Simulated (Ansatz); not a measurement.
## Converging the k-point mesh at a smearing width of 0.02 eV: Li3Ag (I4mm, 4 atoms in the cell)

```yaml
crystal:
  lattice:
    - [-2.10280, 2.10280, 3.65758]
    - [2.10280, -2.10280, 3.65758]
    - [2.10280, 2.10280, -3.65758]
  atoms:
    - { symbol: Li, position: [0.25000, 0.75000, 0.50000] }
    - { symbol: Li, position: [0.75000, 0.25000, 0.50000] }
    - { symbol: Li, position: [0.50684, 0.50684, 0.00000] }
    - { symbol: Ag, position: [0.00000, 0.00000, 0.00000] }
```

Computed with PBEsol, default PAW files made with PBE (plane waves; Ansatz, a program for electronic structure).

Base settings: basis.ecutwfc = 420 eV; kpoints.mp_grid.grid = 11 11 11; hamiltonian.xc = pbesol; hamiltonian.pseudopotentials = {kind: paw} (the program's default PAW files); scf.occupations.method = gaussian; scf.occupations.width = 0.1 eV.

In this ladder: scf.occupations.width = 0.02 eV.

Only quantities that move along the ladder and can be compared are tabulated.

The count of work is k-points × plane waves × bands × iterations; it is no time. 

The starting cell comes from a database of computed structures (which also holds hypothetical and non-ambient phases and stackings), without a prior relaxation at this level. Its lattice was rescaled by up to half a per cent. One atom was moved a little off its site on purpose. Ansatz's pressure includes its estimate of the finite-basis (Pulay) stress.

Steps (kpoints.mp_grid.grid): 4 4 4; 5 5 5; 6 6 6; 7 7 7; 8 8 8; 10 10 10; 12 12 12; 15 15 15; 22 22 22; 26 26 26.

Q: What is the coarsest kpoints.mp_grid.grid that holds the free energy within 5 meV/atom of the last step, with all finer ones?

A: 5 5 5, at 0.014 of the last step's count of work; the step before is off by 11 meV/atom.

| kpoints.mp_grid.grid | free energy less the last step's (meV/atom) | pressure (GPa) | count of work / last |
|---|---|---|---|
| 4 4 4 | 11.13 | -0.03 | 0.0098 |
| 5 5 5 | -2.59 | 0.03 | 0.014 |
| 6 6 6 | -4.05 | 0.01 | 0.023 |
| 7 7 7 | -2.11 | -0.02 | 0.030 |
| 8 8 8 | 0.83 | 0.05 | 0.052 |
| 10 10 10 | 0.83 | 0.01 | 0.077 |
| 12 12 12 | 0.02 | -0.03 | 0.12 |
| 15 15 15 | 0.29 | 0.01 | 0.22 |
| 22 22 22 | -0.03 | 0.00 | 0.63 |
| 26 26 26 | 0.00 | 0.00 | 1.0 |

Keys are those of Ansatz 0.2.
